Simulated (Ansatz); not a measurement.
**How the lattice constant a of NiGe₂ (model structure, started from the MoSi2 type, I4/mmm, No. 139, 3 atoms in the cell) moves with the method**

No measured value is used here.

```json
[
 {"level (code)": "PBE (Ansatz)", "value (Å)": "3.405"},
 {"level (code)": "PBEsol (Ansatz)", "value (Å)": "3.352"},
 {"level (code)": "PBE-D3(BJ) (Ansatz)", "value (Å)": "3.361"}
]
```

PBE, PBEsol, PBE-D3(BJ): the starting moments vanished in the run, and other orders were not tried. Ansatz's density-functional and Hartree–Fock values are scalar-relativistic unless marked +SOC, with PAW data made under PBE.

A model structure was made by putting elements into a prototype or built by hand; it is no filed structure, need not be a known phase, and can be a saddle point held by its symmetry.

Ansatz is a first-principles code.
